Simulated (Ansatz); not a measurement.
Take CdSe in the wurtzite structure (space group P6_3mc, No. 186; a = 4.248 Å, c = 6.941 Å) as the base. Axes: x lies along a and z along c of the hexagonal cell.

Level of theory: LDA in Ansatz (plane waves to 420 eV, PAW, spin-orbit coupling left out).

Perturbation: tensor shear ε_xz = +1.33 % (engineering shear γ = 0.0266); the atoms relax in the strained cell.

Question: Predict the stress tensor and what it implies for the stiffness.

Answer: Stress of the strained cell less that of the base (GPa, compression positive):
```
  -0.02    0.00   -0.36
   0.00    0.00    0.00
  -0.36    0.00    0.00
```

Then −Δσ/γ with γ = 2ε = 0.0266 gives secant stiffness values (nonlinear terms included at this strain): C55 ≈ 14 GPa.

Stability against distortions was not tested.

Ansatz is a quantum-chemistry and plane-wave program.
